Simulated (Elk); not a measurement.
Elk run on Hf2Ge (I4/mcm, 6 atoms in the cell): self-consistent single point.

Method of the run: PBEsol, spin-orbit coupling in second variation, all-electron FP-LAPW, Elk's shipped species files, LAPW+lo basis (Elk).

```
CELL_PARAMETERS angstrom
     -3.25803     3.25803     2.62054
      3.25803    -3.25803     2.62054
      3.25803     3.25803    -2.62054
ATOMIC_POSITIONS crystal
  Hf 0.34424 0.15576 0.50000
  Hf 0.65576 0.84424 0.50000
  Hf 0.15576 0.65576 0.81152
  Hf 0.84424 0.34424 0.18848
  Ge 0.25000 0.25000 0.00000
  Ge 0.75000 0.75000 0.00000
```

Reference input (self-consistent single point, DFT, PBEsol, all-electron FP-LAPW, Elk's shipped species files, LAPW+lo basis): xctype = 22; rgkmax = 8; stype = 0; swidth = 0.00367493 Ha; ngridk = 5 5 5; gmaxvr = 16 1/bohr; nxoapwlo = 1; rmtscf = 0.91. This run's input differs from it in these lines:

```diff
@@ -5,2 +5,5 @@
   22
+
+spinorb
+  .true.
 
@@ -17,2 +20,8 @@
   0.91
+
+lmaxi
+  3
+
+nempty
+  10
```

Output, abridged:

```
│ Self-consistent loop started │
│ Loop number : 1 │
 total energy                :     -64552.3703533
 total moment                :   0.5853136309E-20 -0.4451070403E-23  0.3231373249E-19
│ Loop number : 2 │
 total energy                :     -64553.7800020
 total moment                :  -0.7573173265E-20 -0.9211477499E-20  0.3267776537E-19
RMS change in Kohn-Sham potential (target) :   0.1050996276     (  0.1000000000E-05)
Absolute change in total energy (target)   :    1.409648696     (  0.1000000000E-03)
│ Loop number : 3 │
 total energy                :     -64556.0438857
   [... lines left out ...]
 total energy                :     -64568.7749290
 total moment                :   0.5297616758E-20 -0.2342476790E-19 -0.1898716769E-19
RMS change in Kohn-Sham potential (target) :   0.1947780188E-07 (  0.1000000000E-05)
Absolute change in total energy (target)   :   0.1134007471E-03 (  0.1000000000E-03)
│ Loop number : 17 │
 total energy                :     -64568.7749401
 total moment                :  -0.4865308361E-20  0.2731408823E-19  0.1308646560E-18
RMS change in Kohn-Sham potential (target) :   0.5503635747E-08 (  0.1000000000E-05)
Absolute change in total energy (target)   :   0.3953586565E-04 (  0.1000000000E-03)
Convergence targets achieved

│ Loop number : 18 │

Energies :
 Fermi                       :     0.392904192553
 xc effective B-field        :    -0.112039514175E-08
 external B-field            :      0.00000000000
 total energy                :     -64568.7749407
 (external B-field energy excluded from total)

Density of states at Fermi energy :    69.35238898
 (states/Hartree/unit cell)

Estimated indirect band gap :   0.4057376083E-02
 from k-point     10 to k-point      3
Estimated direct band gap   :   0.5294559044E-02
 at k-point      4

Charges :
 core                        :    220.0000000
 valence                     :    132.0000000
 interstitial                :    12.26363442
 muffin-tins (core leakage)
  species :    1 (Hf)
   atom    1                 :    69.82879681     (  0.2309844199E-05)
   [... lines left out ...]
  species :    2 (Ge)
   atom    1                 :  -0.2135084427E-21  0.1432149937E-20 -0.6082983971E-21
   atom    2                 :  -0.2135084427E-21  0.1432149937E-20 -0.6082983971E-21
 total in muffin-tins        :  -0.2216342732E-19  0.5014891308E-19 -0.5585710255E-19
 total moment                :  -0.2211931359E-19  0.4989382339E-19 -0.5513689386E-19

│ Self-consistent loop stopped │
```

The run converged in 18 iterations. The count includes the last loop, which Elk runs after its targets are met. 

The starting cell comes from a database of computed structures (which also holds hypothetical and non-ambient phases and stackings), without a prior relaxation at this level. Its lattice was rescaled by a random factor within 2.5 % of one. Values depend on the basis (sphere radii, cutoffs, local orbitals), which need not be converged. The log's line on a gap gives a spacing of levels on this mesh, which the program prints for metals too.

Cost on one core of a shared machine: roughly 5 min.
